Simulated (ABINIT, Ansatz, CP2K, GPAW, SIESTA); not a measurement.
# Code comparison for CaO (Fm-3m, 2 atoms in the cell)

Band-structure calculation.

```
CaO
1.0
    0.00000     2.40500     2.40500
    2.40500     0.00000     2.40500
    2.40500     2.40500     0.00000
Ca O
1 1
Direct
  0.00000   0.00000   0.00000
  0.50000   0.50000   0.50000
```

Shared settings, as Ansatz (a first-principles code) writes them: kpoints.mp_grid.grid = 12 12 12; scf.occupations.method = fermi_dirac; scf.occupations.width = 0.05 eV. Potentials and cutoffs stand in the table.

| code | model | gap along the path (eV) | smallest direct gap (eV) | cutoff |
|---|---|---|---|---|
| CP2K | PBE, GPW, DZVP-MOLOPT-SR-GTH basis, GTH-PBE potentials (GTH_POTENTIALS) | 3.55 | 3.95 | grid 500 Ry |
| SIESTA | GGA PBE, numerical atomic orbitals DZP, PseudoDojo PBE standard norm-conserving potentials (rewritten from UPF to PSML) | 3.93 | 3.93 | grid 300 Ry |
| Ansatz | PBE, default PAW files | 3.66 | 4.03 | default |
| ABINIT | PBE, norm-conserving pseudopotentials (PseudoDojo nc-sr-05 PBE standard) | 3.66 | 4.04 | 42 Ha |
| GPAW | PBE, GPAW PAW datasets PBE (gpaw-data 1.0.1) | 3.69 | 4.07 | 950 eV |

The spread over the programs that give each value: gap along the path within 0.38 eV; smallest direct gap within 0.14 eV.

CP2K and SIESTA use small atom-centred bases, whose incompleteness enters pressures, forces and empty levels differently from a plane-wave cutoff.

In the gap along the path, SIESTA stands apart from the plane-wave programs.

The starting cell has typed, rounded lattice constants, without a prior relaxation at this level.

Left out of this page: Quantum ESPRESSO, Elk and FLEUR (not drawn, or without a comparable value).

Keys are those of Ansatz 0.2.
